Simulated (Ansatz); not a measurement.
Sr₂ZrTiO₆ (model structure, P4/mmm, No. 123, 10 atoms in the cell) was calculated with PBEsol+SOC (Ansatz, an electronic-structure program, PAW).

Settings: plane-wave cutoff 520 eV, 8×8×4 k mesh (along the axes of the cell as run), Fermi–Dirac smearing 0.01 eV, PAW data made under PBE.

Cell (relaxed with PBEsol):

```cif
data_O6Sr2TiZr
_chemical_formula_sum 'Sr2 O6 Ti1 Zr1'
_space_group_name_H-M_alt 'P 1'
_space_group_IT_number 1
_cell_length_a 4.03117
_cell_length_b 4.03117
_cell_length_c 7.99433
_cell_angle_alpha 90.000
_cell_angle_beta 90.000
_cell_angle_gamma 90.000
loop_
_space_group_symop_operation_xyz
  'x, y, z'
loop_
_atom_site_label
_atom_site_type_symbol
_atom_site_fract_x
_atom_site_fract_y
_atom_site_fract_z
_atom_site_occupancy
Sr1 Sr 0.00000 0.00000 0.76416 1
O1 O 0.50000 0.50000 0.76174 1
Ti1 Ti 0.50000 0.50000 0.00000 1
O2 O 0.50000 0.00000 0.00000 1
O3 O 0.00000 0.50000 0.00000 1
Sr2 Sr 0.00000 0.00000 0.23584 1
O4 O 0.50000 0.50000 0.23826 1
Zr1 Zr 0.50000 0.50000 0.50000 1
O5 O 0.50000 0.00000 0.50000 1
O6 O 0.00000 0.50000 0.50000 1
```

Task: Predict the band gap.

Result: 
* **band gap**: 1.84 eV (on the SCF k mesh)

Note: the relaxation could raise the start's symmetry but not lower it, so the cell can be a saddle point.

Computed values are for the static lattice.

A model structure was made by putting elements into a prototype or built by hand; it is no filed structure, need not be a known phase, and can be a saddle point held by its symmetry.
